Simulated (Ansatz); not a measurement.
## Ansatz run on InHg (R-3m, 2 atoms in the cell): self-consistent single point

Level of theory: LDA (PW92), default PAW files made with PBE (plane waves; Ansatz, a first-principles code).

The input file:

Ansatz 0.2 input:
```yaml
# InHg
crystal:
  lattice:
    - [1.816666, 1.048852, 4.420384]
    - [-1.816666, 1.048852, 4.420384]
    - [0.000000, -2.097705, 4.420384]
  atoms:
    - { symbol: In, position: [0.500000, 0.500000, 0.500000] }
    - { symbol: Hg, position: [0.000000, 0.000000, 0.000000] }
basis:
  ecutwfc: 420.0
kpoints:
  mp_grid: { grid: [11, 11, 11] }
hamiltonian:
  xc: lda
  pseudopotentials: { kind: paw }
scf:
  occupations: { method: gaussian, width: 0.1 }
output:
  forces: true
  eigenvalues: true
  stress: true
```

The program printed (abridged):

```
WARN ansatz: RAYON_NUM_THREADS=1 ignored (pool sized by the plan → 1); use --threads N
Pseudopotentials: kind: paw
Pseudopotential: In, paw, valence charge 13
Pseudopotential: Hg, paw, valence charge 20
Crystal: 2 atoms, lattice volume = 50.536 Å³
Basis set: ecut = 420 eV, 975 PW (Γ)
Bands: 21, of which v1, the nominal top of the filled ones, is band 17 counted from 1 (16 counted from 0)
Symmetry: 12 space group operations
Space group: R-3m (ITA 166), of the structure as read, at distance tolerance 3.7e-5 Å
k-points: 146 of 1331
PAW frozen core: In, regenerated for the run's functional, and the local potential with it
PAW frozen core: Hg, regenerated for the run's functional, and the local potential with it
Initial density: superposition of atomic densities (neutral atoms: chi_scale 0, normalization atom), corrected by the library's trained network
Initial wavefunctions: pseudopotential atomic-orbital guess
Eigensolver: davidson
Functional: x = slater, c = lda
SCF iter   1: F=—  HF=-18979.654468 eV  |F-HF|=—  |Δ(HF+E_count)|=         —  Δρ=6.48e-3  dr2=1.43e-2  ethr=1.77e-3  ⟨swp⟩=6.0  Hψ=13406  notcnv=0
all-band conjugate gradients solve this SCF's bands
preconditioner: auto → Kerker (q_TF=auto, 2.541 Å⁻¹)
SCF iter   2: F=—  HF=-18979.650002 eV  |F-HF|=—  |Δ(HF+E_count)|=   4.47e-3  Δρ=2.64e-3  dr2=2.33e-3  ethr=4.35e-5  ⟨swp⟩=2.1  Hψ=5580  notcnv=0
SCF iter   3: F=—  HF=-18979.649144 eV  |F-HF|=—  |Δ(HF+E_count)|=   8.57e-4  Δρ=5.36e-4  dr2=1.30e-4  ethr=7.05e-6  ⟨swp⟩=2.6  Hψ=4547  notcnv=0  defer=2
SCF iter   4: F=—  HF=-18979.649113 eV  |F-HF|=—  |Δ(HF+E_count)|=   3.07e-5  Δρ=1.05e-4  dr2=1.56e-5  ethr=3.95e-7  ⟨swp⟩=2.5  Hψ=4640  notcnv=0  defer=2
SCF iter   5: F=—  HF=-18979.649111 eV  |F-HF|=—  |Δ(HF+E_count)|=   2.69e-6  Δρ=4.03e-5  dr2=1.04e-6  ethr=4.73e-8  ⟨swp⟩=2.0  Hψ=3365  notcnv=0  defer=2
SCF iter   6: F=—  HF=-18979.649110 eV  |F-HF|=—  |Δ(HF+E_count)|=   2.77e-7  Δρ=1.34e-5  dr2=1.06e-7  ethr=3.03e-10  ⟨swp⟩=7.4  Hψ=13796  notcnv=0
SCF iter   7: F=-18979.649110 eV  HF=-18979.649110 eV  |F-HF|=2.48e-9  |Δ(HF+E_count)|=   2.67e-8  Δρ=3.30e-6  dr2=8.01e-9  ethr=3.03e-10  ⟨swp⟩=4.0  Hψ=9386  notcnv=0
SCF 1 converged in 7 iterations: F = -18979.649110 eV  dr2 = 8.01e-9
SCF converged after 7 iterations
Free energy (F): -18979.649110 eV
Harris-Foulkes:  -18979.649110 eV  (|F-HF|=2.48e-9)
Internal energy: -18979.644898 eV  (E = F + TS)
E sigma→0 (E₀):  -18979.647004 eV
Entropy (-TS):   -0.004212 eV (-2.106 meV/atom)
Fermi energy:    11.870260 eV
--- Per-component energies (eV) ---
  E_band       = -454.745890
  E_kinetic    = 846.732997
  E_local      = -3864.585556  (includes V_loc(G=0)·N_el)
  E_nonlocal   = 448.750408
  E_hartree    = 1612.934892
  E_xc         = -433.379019
  E_vxc        = -364.071317  (∫ρ·V_xc dr)
  E_paw        = -13668.057511  (= ΣΔE_a)
  E_vpaw       = -747.440908  (= ΣTr[D̂ρ^β])
  E_aug_tail   = 0.000855  (compensation charges beyond the density's cutoff)
  E_ewald      = -3922.902593
  E_core_change = 0.860629  (= ΣΔE_core)
  E_smearing   = -0.004212  (= −TS)
  E_closure    = 0.000000  (closes the sum)
  Σ components = -18979.649110   (vs F -18979.649110, Δ=0.00e0)
--- Forces (eV/Å), atoms counted from 1 ---
  atom   1  In    -0.00000000     0.00000000    -0.00000000
  atom   2  Hg     0.00000000     0.00000000    -0.00000000
  max |Σ_I F_I| component: 6.73e-29 eV/Å
--- Stress (GPa, compression-positive) ---
       -2.609135      -0.000000       0.000000
       -0.000000      -2.609135       0.000000
        0.000000       0.000000      -3.826358
  P = ⅓ Tr σ = -3.0149 GPa (-30.149 kbar)
  The stress holds the Pulay correction. Without it, at fixed plane waves, as pw.x and ABINIT print it: P = -3.0427 GPa
--- Band table (eV; the first three rows and the last of 146) ---
  k-point 0: bands = ["-103.4385", "-51.7487", "-51.6983", "-51.6983", "-2.6413", "-2.6333", "-2.6333", "-2.5509", "-2.5509", "2.4306", "4.5374", "4.8498", "4.8498", "5.0383", "5.0383", "10.9740", "12.2321", "18.0226", "18.0226", "21.4103", "22.0526"]
  k-point 1: bands = ["-103.4385", "-51.7486", "-51.6987", "-51.6984", "-2.6390", "-2.6289", "-2.6214", "-2.5563", "-2.5501", "2.5719", "4.5713", "4.8287", "4.8852", "4.9853", "5.0204", "10.9699", "12.4829", "17.0276", "17.8704", "20.8629", "21.0873"]
  k-point 2: bands = ["-103.4385", "-51.7485", "-51.6997", "-51.6987", "-2.6485", "-2.6020", "-2.5917", "-2.5705", "-2.5454", "2.9851", "4.6191", "4.8077", "4.8752", "4.9533", "5.0012", "10.9466", "13.1215", "15.2219", "17.5318", "19.1559", "20.2576"]
  k-point 145: bands = ["-103.4385", "-51.7487", "-51.6987", "-51.6984", "-2.6249", "-2.6069", "-2.6058", "-2.5401", "-2.5310", "4.3511", "4.4025", "4.7956", "4.8041", "4.9869", "5.1523", "5.3441", "17.2139", "18.2182", "19.3715", "21.0586", "21.5895"]
```

The run converged in 7 iterations.

The starting cell comes from a database of computed structures (which also holds hypothetical and non-ambient phases and stackings), without a prior relaxation at this level. Its lattice was rescaled by up to half a per cent. Spin-orbit coupling is off. With a pressure of about -3 GPa the cell is away from its equilibrium volume at this level. Ansatz's pressure includes its estimate of the finite-basis (Pulay) stress.
